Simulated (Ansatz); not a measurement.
Base system: TlBr in the zinc blende structure (space group F-43m, No. 216; a = 7.5038 Å; a hypothetical phase, not in the database extracts checked).

Level of theory: PBE (Ansatz, a quantum-chemistry and plane-wave program, PAW, without spin-orbit coupling), earlier PAW set.

Base values:

- Gap character: indirect, W → X
- Gap between the host's bands: 2.96 eV

It is then changed as follows: 0.0739 holes added to each cell, a density of 7.0×10^20 cm⁻³, with a uniform compensating background at fixed cell and a 300 K Fermi–Dirac width.

Question: Estimate the effect on the Fermi level from band edge, gap character and gap between the host's bands.

Answer: The Fermi level relative to the doped band's edge (positive inside the band; to 0.05 eV) amounts to +0.05 eV; the gap character stays indirect, W → X; the gap between the host's bands increases by 0.08 eV, from 2.96 eV to 3.04 eV.

Charged cell with a jellium background: band edges are those of the host's band count, energies are not comparable with the neutral cell, and many-body gap narrowing is missing. Spin-orbit coupling, missing from the scalar runs, can matter with Tl. Whether these cells are dynamically stable was not tested.
